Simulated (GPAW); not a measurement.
# One base run on Na3VSO3 (P1, 16 atoms in the cell) and variants with one or two settings moved

```
CELL_PARAMETERS angstrom
      4.33240     2.50131     4.12549
     -4.33240     2.50131     4.12549
      0.00000    -5.00263     4.12549
ATOMIC_POSITIONS crystal
  Na 0.70573 0.41539 0.09824
  Na 0.11649 0.70006 0.40263
  Na 0.40041 0.07178 0.70183
  Na 0.59174 0.88600 0.22177
  Na 0.89683 0.21733 0.59092
  Na 0.18138 0.59928 0.89546
  V  0.68774 0.68917 0.66394
  V  0.18091 0.19614 0.18806
  S  0.50743 0.51414 0.50131
  S  0.00405 0.99390 0.01025
  O  0.53275 0.70226 0.92269
  O  0.91611 0.53375 0.72216
  O  0.70760 0.92659 0.52068
  O  0.42013 0.20588 0.02648
  O  0.20981 0.03753 0.41599
  O  0.04924 0.41917 0.22594
```

Base run A: PBEsol, GPAW PAW datasets PBEsol (made by gpaw-setup) in GPAW, self-consistent single point.

Its settings: mode = pw; ecut = 950 eV; xc = PBEsol; kpts = 3 3 3; mesh shift (steps) = 0 0 0; occupations.name = fixed-uniform; nbands = -4; convergence.forces = 0.001 eV/Å; convergence.bands = -2; symmetry.symmorphic = false; symmetry.tolerance = 0.0005; maxiter = 150.

The starting cell comes from a database of computed structures (which also holds hypothetical and non-ambient phases and stackings), without a prior relaxation at this level. Its atoms were displaced at random from the sites of space group no. 161. In the base run, forces exceed 1 eV/Å.

ΔF is the free energy per atom less that of run A. A dash stands where there is no value to compare (another energy zero or no entropy term, no result, no spin, no clean gap, or a mesh too coarse for one). 

Run A gave: largest force (eV/Å) 5.186; gap on the mesh (eV) 2.262; k-points 14.

Runs:
- B: kpts: 3 3 3 → 1 1 1
- C: lattice scaled by 1.015; ecut: 950 eV → 570 eV

### Question
What does run C change against A?

### Answer
The free energy goes up by 74.7 meV/atom, the largest force goes from 5.186 to 4.654 eV/Å and the gap on the mesh goes from 2.262 to 2.121 eV.

| run | ΔF (meV/atom) | largest force (eV/Å) | gap on the mesh (eV) | k-points |
|---|---|---|---|---|
| A | 0.00 | 5.186 | 2.262 | 14 |
| B | 9.3 | 5.359 | – | 1 |
| C | 74.7 | 4.654 | 2.121 | 14 |
